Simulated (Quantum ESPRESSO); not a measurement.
# How far to go with the plane-wave cutoff: Li (Im-3m, 1 atom in the cell)

```
Li
1.0
   -1.75023     1.75023     1.75023
    1.75023    -1.75023     1.75023
    1.75023     1.75023    -1.75023
Li
1
Direct
  0.00000   0.00000   0.00000
```

Method: PBEsol, SSSP 1.1.2 precision (PBE) pseudopotentials (plane waves; Quantum ESPRESSO).

Base settings: ecutwfc = 50 Ry; ecutrho = 400 Ry; occupations = smearing; smearing = gauss; degauss = 0.0073499 Ry; input_dft = pbesol; potentials = {Li: li_pbe_v1.4.uspp.F.UPF}; K_POINTS = automatic 9 9 9 0 0 0; conv_thr = 1e-08 Ry.

Moved along: ecutrho.

The second cell is the first with its lattice scaled by 0.98.

The mesh stays at the base's, so the ladder's end is converged at best in this setting alone.

Only quantities that move along the ladder and can be compared are tabulated.

The count of work is k-points × plane waves × bands × iterations; it is no time. 

The starting cell has typed, rounded lattice constants, without a prior relaxation at this level. Its lattice was rescaled by up to half a per cent.

| ecutwfc | free energy less the last step's (meV/atom) | energy of the compressed cell less the first (meV/atom) | pressure (GPa) | count of work / last |
|---|---|---|---|---|
| 17.5 Ry | 1527.91 | -3.00 | -46.87 | 0.036 |
| 20 Ry | 628.23 | -1.39 | -23.49 | 0.045 |
| 22 Ry | 295.67 | -1.42 | -13.08 | 0.050 |
| 25 Ry | 92.22 | -4.30 | -5.44 | 0.074 |
| 30 Ry | 9.65 | -2.94 | -1.41 | 0.095 |
| 35 Ry | 0.87 | -2.63 | -0.73 | 0.12 |
| 45 Ry | 0.42 | -2.62 | -0.69 | 0.23 |
| 50 Ry | 0.23 | -2.62 | -0.67 | 0.24 |
| 55 Ry | 0.15 | -2.62 | -0.68 | 0.31 |
| 68 Ry | 0.12 | -2.62 | -0.67 | 0.38 |
| 75 Ry | 0.07 | -2.62 | -0.67 | 0.43 |
| 88 Ry | 0.03 | -2.62 | -0.67 | 0.62 |
| 100 Ry | 0.02 | -2.63 | -0.66 | 0.67 |
| 120 Ry | 0.00 | -2.63 | -0.68 | 1.0 |

Coarsest ecutwfc that holds the energy of the compressed cell less the first within 1 meV/atom of the last step, with all finer ones: 30 Ry, at 0.095 of the last step's count of work; the step before is off by 1.7 meV/atom.

Coarsest ecutwfc that holds the free energy within 5 meV/atom of the last step, with all finer ones: 35 Ry, at 0.12 of the last step's count of work; the step before is off by 9.7 meV/atom.

Coarsest ecutwfc that holds the pressure within 0.5 GPa of the last step, with all finer ones: 35 Ry, at 0.12 of the last step's count of work; the step before is off by 0.73 GPa.

The energy difference between the two cells stays within 1 meV/atom of the last step's from 30 Ry on, the total only from 35 Ry on: much of the error is common to both cells and cancels.

Two neighbours can agree and both be off: 20 Ry and 22 Ry differ by 0.03 meV/atom in the energy of the compressed cell less the first, yet lie about 1.2 meV/atom from the last step.

At the lowest cutoff the pressure lies 46.2 GPa under the last step's, the usual sign of Pulay stress in an incomplete plane-wave basis.
